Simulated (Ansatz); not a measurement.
**GaCuSe2: biaxial strain −0.62 %, plane normal [001], relaxed out of plane**

The reference is GaCuSe2 in the chalcopyrite structure (space group I-42d, No. 122; a = 5.6719 Å, c = 11.2625 Å). Axes: x, y, z lie along a, b, c of the conventional cell.

The change: compressive biaxial strain of 0.62 % in the plane normal to [001], as in epitaxy on a mismatched substrate; the out-of-plane cell vector and the atoms relax.

Calculations: PBE (Ansatz, a quantum-chemistry and plane-wave program), spin-orbit coupling left out. Settings: 8×8×8 k-points, 0.05 eV Fermi–Dirac smearing.

| quantity | base | changed | shift |
|---|---|---|---|
| volume per atom | 22.64 Å³ | 22.52 Å³ | -0.12 Å³ |
| space group | I-42d (No. 122) | I-42d (No. 122) | – |
| shortest interatomic distance | 2.430 Å | 2.424 Å | -0.006 Å |
| energy relative to the base (free energy F) | 0 meV/atom | +0.4 meV/atom | +0.4 meV/atom |
| pressure (mean of the normal stresses, compression positive) | 0.0 GPa | 0.3 GPa | +0.3 GPa |
| band gap | zero | zero | – |
| out-of-plane strain (rough) | – | +0.70 % | – |
| mean in-plane stress (compression positive) (rough) | – | +0.5 GPa | – |

Final structure (turned so that z lies along the plane normal):

```
GaCuSe2
1.0
    5.63672     0.00000     0.00000
    0.00000     5.63672     0.00000
    2.81836    -2.81836     5.67085
Cu Ga Se
2 2 4
Direct
  0.25000   0.25000   0.50000
  0.00000   0.00000   0.00000
  0.75000   0.75000   0.50000
  0.50000   0.50000   0.00000
  0.36838   0.62500   0.75000
  0.88162   0.12500   0.75000
  0.12500   0.36838   0.25000
  0.62500   0.88162   0.25000
```

Without a gap, meshes like the base's 8×8×8 leave anisotropic stresses uncertain by several tenths of a GPa, and small strain energies with them. Stability against distortions was not tested. The final runs are not spin-polarised. Gaps under 0.05 eV, about the width of the smearing, are given as zero. The zero or small gap of GaCuSe2 can change with the level of theory.
